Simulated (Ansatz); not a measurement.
Results of PBEsol (Ansatz, a quantum-chemistry and plane-wave program, PAW) for Sc2AlC (P6₃/mmc, No. 194, 8 atoms in the cell; start mp-13070).

Settings: plane-wave cutoff 520 eV, 18×18×4 k mesh (along the axes of the cell as run), Fermi–Dirac smearing 0.05 eV, scalar-relativistic PAW data made under PBE.

Cell (relaxed at this level):

```
AlSc2C
1.0
    3.25859     0.00000     0.00000
   -1.62929     2.82202     0.00000
    0.00000     0.00000    14.94470
Sc Al C
4 2 2
Direct
  0.66667   0.33333   0.91746
  0.33333   0.66667   0.08254
  0.33333   0.66667   0.41746
  0.66667   0.33333   0.58254
  0.33333   0.66667   0.75000
  0.66667   0.33333   0.25000
  0.00000   0.00000   0.00000
  0.00000   0.00000   0.50000
```

Task: Predict the bulk modulus.

Result: 
- bulk modulus = 91.5 GPa

The run finds no gap.

Note: the bulk modulus is −V dP/dV from two relaxed cells at ±2 % in volume; the relaxation could not lower the start's symmetry, so the cell can be a saddle point above a distorted one.

Cost on a shared machine: roughly 7 core-minutes.

A start named mp-… is a Materials Project structure, which need not be a measured phase.
